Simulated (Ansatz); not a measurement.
The parent structure is PbSe in the rock salt structure (space group Fm-3m, No. 225; a = 6.178 Å). Axes: x, y, z lie along the cube axes.

Computed with DFT with r2SCAN, PAW potentials and a 500 eV plane-wave cutoff in Ansatz (a first-principles code), without spin-orbit coupling.

Strains are applied to the cell and any free atomic positions relax; under biaxial strain the out-of-plane vector relaxes too.

One change was made to it. Results:

```csv
quantity,base,after
"pressure (mean of the normal stresses, compression positive)",-0.01 GPa,-0.98 GPa
"valley order (the lowest conduction-band minima on the path, energy above the VBM, named in the base's zone)","L along ⟨111⟩ 0.67 eV; a point along ⟨110⟩, about 0.6 Å⁻¹ from Γ 1.46 eV","L along [111] 0.46 eV; L along [1-11] 0.71 eV; a point along [01-1], about 0.6 Å⁻¹ from Γ 1.57 eV"
```

Task: Name the change that was made.
A. biaxial strain +1.25 %, plane normal [111], relaxed out of plane
B. biaxial strain +0.42 %, plane normal [111], relaxed out of plane
C. biaxial strain +2.08 %, plane normal [111], relaxed out of plane

Result: C, biaxial strain +2.08 %, plane normal [111], relaxed out of plane. For comparison, the valley order in the other runs: biaxial strain +0.42 %, plane normal [111], relaxed out of plane gives L along [111] 0.62 eV; L along [1-11] 0.68 eV; a point along [01-1], about 0.6 Å⁻¹ from Γ 1.48 eV; biaxial strain +1.25 %, plane normal [111], relaxed out of plane gives L along [111] 0.54 eV; L along [1-11] 0.70 eV; a point along [01-1], about 0.6 Å⁻¹ from Γ 1.53 eV.

Spin-orbit coupling, missing from the scalar runs, can matter with Pb. The levels and masses belong to the bands next to the band gap. Stability against distortions was not tested.
